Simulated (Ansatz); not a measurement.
Results of PBEsol (plane waves, PAW; Ansatz, a first-principles code) for Ge (within 0.1 Å of P6/mmm, No. 191, 1 atom in the cell; start mp-1224349; another form than the element's usual one).

Run with plane-wave cutoff 520 eV, 22×22×20 k mesh (along the axes of the cell as run), Fermi–Dirac smearing 0.05 eV, scalar-relativistic PAW data made under PBE.

Cell (relaxed at this level):

```yaml
crystal:
  lattice:
    - [1.41491, -2.45262, 0.00000]
    - [1.41491, 2.45262, 0.00000]
    - [0.00000, 0.00000, 2.64982]
  atoms:
    - { symbol: Ge, position: [0.50000, 0.50000, 0.00000] }
```

Task: Give the computed bulk modulus.

Result: 
- bulk modulus: 77.0 GPa

The run finds no gap.

Note: the bulk modulus is −V dP/dV from two relaxed cells at ±2 % in volume.

Static lattice: no zero-point or thermal effects.

A start named mp-… is a Materials Project structure, which need not be a measured phase.
